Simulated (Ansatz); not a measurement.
Start from AlN in the wurtzite structure (space group P6_3mc, No. 186).

```xyz
4
Lattice="3.1066 0.0000 0.0000 -1.5533 2.6904 0.0000 0.0000 0.0000 4.9780" Properties=species:S:1:pos:R:3 pbc="T T T"
Al     0.0000     1.7936     4.9610
Al     1.5533     0.8968     2.4720
N      0.0000     1.7936     1.8828
N      1.5533     0.8968     4.3718
```

Method: r2SCAN (Ansatz, an electronic-structure program, PAW, spin-orbit coupling left out), earlier PAW set.

Before the change:

```
Quantity                            Result
-----------------------------  -----------
Band gap                           4.87 eV
Shortest interatomic distance      1.888 Å
Gap character                  direct at Γ
```

It is then changed as follows: full substitution Al → B, then cell and atoms are relaxed.

Tabulated Pauling electronegativity and covalent radius: Al 1.61, 1.21 Å; B 2.04, 0.84 Å.

Problem. Estimate the effect on the band gap, shortest interatomic distance and gap character.

Solution. The band gap grows by 0.87 eV to 5.74 eV; the shortest interatomic distance decreases by 0.328 Å, from 1.888 Å to 1.560 Å; the gap character goes from direct at Γ to indirect, Γ → K.

Whether these cells are dynamically stable was not tested.
